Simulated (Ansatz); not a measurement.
**Al2O3: response to strain**

Take Al2O3 in the corundum structure (space group R-3c, No. 167; a = 4.774 Å, c = 13.015 Å (hexagonal axes)) as the base. Axes: x lies along a and z along c of the hexagonal cell.

Strains are applied to the cell and any free atomic positions relax.

Method: PBEsol (Ansatz, an electronic-structure program, PAW, no spin-orbit coupling).

Notes on the quantities. pressure: mean of the normal stresses, compression positive; energy relative to the base: free energy F.

```tsv
change	pressure	energy relative to the base	band gap	shortest interatomic distance
base	0.00 GPa	0 meV/atom	6.03 eV	1.861 Å
tensor shear ε_xz = +1.60 %	0.25 GPa	+3.9 meV/atom	6.01 eV	1.846 Å
tensor shear ε_xz = +2.00 %	?	?	?	?
tensor shear ε_xz = +0.40 %	0.02 GPa	+0.3 meV/atom	6.03 eV	1.858 Å
tensor shear ε_xz = +1.20 %	0.14 GPa	+2.2 meV/atom	6.02 eV	1.850 Å
```

Task: Complete the table.

Result: 
- tensor shear ε_xz = +2.00 %, pressure: 0.39 GPa
- tensor shear ε_xz = +2.00 %, energy relative to the base: +6.1 meV/atom
- tensor shear ε_xz = +2.00 %, band gap: 6.00 eV
- tensor shear ε_xz = +2.00 %, shortest interatomic distance: 1.842 Å

Whether these cells are dynamically stable was not tested.
